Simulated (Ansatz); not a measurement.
```yaml
crystal:
  lattice:
    - [3.21354, 0.00000, 0.00000]
    - [1.60677, 2.78301, 0.00000]
    - [0.00000, 0.00000, 5.16076]
  atoms:
    - { symbol: Ga, position: [0.66667, 0.66667, 0.00211] }
    - { symbol: Ga, position: [0.33333, 0.33333, 0.50211] }
    - { symbol: N, position: [0.66667, 0.66667, 0.62309] }
    - { symbol: N, position: [0.33333, 0.33333, 0.12309] }
```

No spin polarisation.

Level of theory: DFT with r2SCAN, PAW potentials and a 500 eV plane-wave cutoff in Ansatz (a first-principles code), no spin-orbit coupling, earlier PAW set. Settings: 12×12×7 k-points, 0.05 eV Fermi–Dirac smearing.

Problem. Predict the gap character and valence-band top at Γ.

Solution. 
* **Gap character**: direct at Γ
* **Valence-band top at Γ (three highest levels, from the VBM)**: 0.00, -0.04, -0.04 eV

The cells carry an imposed strain or load. Stability against distortions was not tested. The cell was made from GaN in the wurtzite structure (space group P6_3mc, No. 186) by this change: biaxial strain +0.95 %, plane normal [001], relaxed out of plane.
